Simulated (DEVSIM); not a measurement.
**abrupt Si n-p junction**

Structure: abrupt Si n-p junction, at 300 K.

| layer (left to right) | material | thickness (μm) | Nd (cm⁻³) | Na (cm⁻³) | τn (s) | τp (s) |
|---|---|---|---|---|---|---|
| 1 | Si | 29.0 | 1.6e16 | - | 0.00088 | 0.00088 |
| 2 | Si | 140 | - | 3e14 | 0.00088 | 0.00088 |

Left contact: ohmic. Right contact: ohmic. Voltage is applied to the left contact. Recombination: SRH at mid-gap, Auger. Mobility is constant in doping.

Constants are typed, rounded textbook-type inputs, not results; the design itself was drawn at random and stands for no fabricated device. Values at 300 K.

```tsv
parameter	Si
gap (eV)	1.124
affinity (eV)	4.05
permittivity	11.7
Nc (cm⁻³)	2.86e19
Nv (cm⁻³)	3.1e19
μn (cm²/Vs)	1417
μp (cm²/Vs)	470
Cn (cm⁶/s)	2.8e-31
Cp (cm⁶/s)	9.9e-32
```

DEVSIM, 1D drift-diffusion, Boltzmann statistics, complete ionisation; no tunnelling, impact ionisation, image-force lowering or self-heating.

```json
{
 "potential_step_across_the_device_at_zero_bias": "0.632 V",
 "largest_field_in_the_device_at_zero_bias": "9200 V/cm",
 "Dark forward voltage at 1 A/cm²": "0.625 V",
 "Dark forward voltage at 100 A/cm²": "1.371 V"
}
```

Small-signal capacitance in reverse bias (quasi-static):

```csv
V (V),C (nF/cm²)
0.04,6.40
0.1,6.09
0.2,5.66
0.3,5.32
0.4,5.03
0.6,4.57
0.8,4.22
1,3.94
1.3,3.61
1.6,3.35
2,3.08
```

Dark reverse current:

| V (V) | J (A/cm²) |
|---|---|
| 0.04 | 1.5e-10 |
| 0.10 | 1.9e-10 |
| 0.20 | 2.1e-10 |
| 0.30 | 2.3e-10 |
| 0.40 | 2.4e-10 |
| 0.60 | 2.6e-10 |
| 0.80 | 2.8e-10 |
| 1.00 | 3.0e-10 |
| 1.30 | 3.3e-10 |
| 1.60 | 3.5e-10 |
| 2.00 | 3.8e-10 |
